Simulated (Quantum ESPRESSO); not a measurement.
Worked example: self-consistent single point of AsO2 (Pnma, 24 atoms in the cell) in Quantum ESPRESSO.

Computed with LDA (PZ), GBRV 1.5 ultrasoft (LDA) pseudopotentials (plane waves; Quantum ESPRESSO).

```
AsO2
1.0
    8.61477     0.00000     0.00000
    0.00000     5.26351     0.00000
    0.00000     0.00000     7.29484
As O
8 16
Cartesian
  6.59831   1.31588   5.10143
  2.01646   3.94763   2.19341
  6.32384   3.94763   1.45401
  2.29093   1.31588   5.84083
  4.94591   1.31588   2.40781
  3.66886   3.94763   4.88703
  7.97624   3.94763   6.05523
  0.63853   1.31588   1.23961
  3.52370   1.31588   3.22972
  5.09107   3.94763   4.06512
  0.78369   3.94763   6.87714
  7.83108   1.31588   0.41770
  6.44342   1.31588   3.27713
  2.17135   3.94763   4.01771
  6.47874   3.94763   6.92455
  2.13603   1.31588   0.37029
  0.75905   5.24109   2.31925
  7.85572   0.02242   4.97559
  3.54834   0.02242   5.96667
  5.06643   5.24109   1.32817
  5.06643   2.65418   1.32817
  3.54834   2.60933   5.96667
  7.85572   2.60933   4.97559
  0.75905   2.65418   2.31925
```

Reference input (self-consistent single point, DFT, LDA (PZ), plane waves, GBRV 1.5 ultrasoft (LDA) pseudopotentials): ecutwfc = 40 Ry; ecutrho = 200 Ry; occupations = smearing; smearing = gaussian; degauss = 0.000734986 Ry; potentials = {As: as_lda_v1.uspp.F.UPF, O: o_lda_v1.2.uspp.F.UPF}; K_POINTS = automatic 3 5 4 0 0 0; conv_thr = 1e-09 Ry. This run's input differs from it in these lines:

```diff
@@ -12,4 +12,4 @@
   ntyp = 2,
-  ecutwfc = 40,
-  ecutrho = 200,
+  ecutwfc = 20,
+  ecutrho = 100,
   occupations = 'smearing',
```

Output, abridged:

```
     Self-consistent Calculation

     iteration #  1     ecut=    20.00 Ry     beta= 0.70

     total energy              =    -829.40337281 Ry
     estimated scf accuracy    <       3.68583810 Ry

     iteration #  2     ecut=    20.00 Ry     beta= 0.70

     total energy              =    -830.08981838 Ry
     estimated scf accuracy    <       3.78169167 Ry

     iteration #  3     ecut=    20.00 Ry     beta= 0.70

     total energy              =    -830.86021009 Ry
     estimated scf accuracy    <       0.05582737 Ry

   [... 6 blocks of this kind left out ...]

     iteration # 10     ecut=    20.00 Ry     beta= 0.70

     total energy              =    -830.87519872 Ry
     estimated scf accuracy    <       0.00000001 Ry

     iteration # 11     ecut=    20.00 Ry     beta= 0.70
     End of self-consistent calculation

     the Fermi energy is     3.4556 ev

!    total energy              =    -830.87519873 Ry
     estimated scf accuracy    <          7.9E-10 Ry
     smearing contrib. (-TS)   =      -0.00000000 Ry
     internal energy E=F+TS    =    -830.87519873 Ry

     convergence has been achieved in  11 iterations

     Forces acting on atoms (cartesian axes, Ry/au):

     atom    1 type  1   force =    -0.03437170   -0.00000000    0.02712067
     atom    2 type  1   force =     0.03437170    0.00000000   -0.02712067
     atom    3 type  1   force =     0.03437170    0.00000000    0.02712067
     atom    4 type  1   force =    -0.03437170    0.00000000   -0.02712067
     atom    5 type  1   force =     0.00343555   -0.00000000    0.01112802
   [... lines left out ...]

     Total force =     0.122213     Total SCF correction =     0.000041

          total   stress  (Ry/bohr**3)                   (kbar)     P=     -843.11
  -0.00562856   0.00000000   0.00000000         -827.99        0.00        0.00
   0.00000000  -0.00581292   0.00000000            0.00     -855.11        0.00
   0.00000000   0.00000000  -0.00575263            0.00        0.00     -846.24

   JOB DONE.
```

The run converged in 11 iterations. Against the reference run the free energy rises by 2.05 eV/atom, the pressure goes from 1.69 to -84.31 GPa, the largest force goes from 0.747 to 1.126 eV/Å and the gap on the mesh goes from 3.716 to 3.588 eV.

The starting cell comes from a database of computed structures (which also holds hypothetical and non-ambient phases and stackings), without a prior relaxation at this level. Forces in this geometry exceed 1 eV/Å. At the lowered cutoff the pressure carries the error of an incomplete plane-wave basis.

Cost on one core of a shared machine: roughly 2 min.
